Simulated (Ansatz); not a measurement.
BaTiNOF (model structure, Pmmm, No. 47, 5 atoms in the cell), treated with LDA (Ansatz, a first-principles code, plane waves, PAW).

Run with plane-wave cutoff 520 eV, 8×8×8 k mesh, Fermi–Dirac smearing 0.01 eV, no spin polarisation, scalar-relativistic PAW data made under PBE.

Cell (relaxed with PBEsol):

```
BaTiFNO
1.0
    3.97599     0.00000     0.00000
    0.00000     4.11264     0.00000
    0.00000     0.00000     4.02329
Ba Ti N F O
1 1 1 1 1
Direct
  0.50000   0.50000   0.50000
  0.00000   0.00000   0.00000
  0.50000   0.00000   0.00000
  0.00000   0.50000   0.00000
  0.00000   0.00000   0.50000
```

Question: Predict the band gap.

Answer: 
* **band gap**: 0.04 eV

Note: the relaxation could raise the start's symmetry but not lower it, so the cell can be a saddle point; cell and atoms aren't relaxed at this level (pressure -4.6 GPa).

Spin–orbit coupling is not included; it can close the smallest gap of 0.04 eV.

The result took about 28 core-seconds (a rough figure).

A model structure was made by putting elements into a prototype or built by hand; it is no filed structure, need not be a known phase, and can be a saddle point held by its symmetry.
